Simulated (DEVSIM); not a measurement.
System: illuminated Si n-on-p cell, one wavelength, at 250 K.

Layer 1 from the left is Si, thickness (μm) 0.170, Nd (cm⁻³) 1e19, τn (s) 2.6e-6, τp (s) 1.8e-5, absorption coefficient (cm⁻¹) 160. Layer 2 from the left is Si, thickness (μm) 71.0, Na (cm⁻³) 3.4e16, τn (s) 2.4e-5, τp (s) 2.4e-5, absorption coefficient (cm⁻¹) 160.

Left contact: ohmic, minority hole recombination velocity 10000 cm/s. Right contact: ohmic, minority electron recombination velocity 200 cm/s. Voltage is applied to the left contact. Recombination: SRH at mid-gap, radiative, Auger. Light enters at the left, 8.6e17 photons cm⁻² s⁻¹, one pass, no reflection. Mobility is μmin + (μ − μmin)/(1 + (N/Nref)^α).

The device is made up for the run: typed textbook-type constants, with dimensions and the other settings drawn at random. Values at 300 K; Nc and Nv go as T^1.5, mobilities as T to minus their exponent, the gap by Varshni's rule with the affinity fixed.

Si: gap (eV) 1.124, affinity (eV) 4.05, permittivity 11.7, Nc (cm⁻³) 2.86e19, Nv (cm⁻³) 3.1e19, μn (cm²/Vs) 1417, μp (cm²/Vs) 470, μn,min 52, μp,min 45, Nref,n 9.7e16, Nref,p 2.2e17, αn 0.68, αp 0.72, T exponent of μn 2.3, T exponent of μp 2.2, B (cm³/s) 4.7e-15, Cn (cm⁶/s) 2.8e-31, Cp (cm⁶/s) 9.9e-32, Varshni α (eV/K) 0.000473, Varshni β (K) 636.

DEVSIM, 1D drift-diffusion, Boltzmann statistics, complete ionisation; no tunnelling, impact ionisation, image-force lowering or self-heating.

**Question.** What does the simulation give for the share of generated pairs collected at short circuit, the dark forward voltage at 1 A/cm², the short-circuit current?

**Answer.** share of generated pairs collected at short circuit 0.965; dark forward voltage at 1 A/cm² 0.840 V; short-circuit current 90.4 mA/cm².
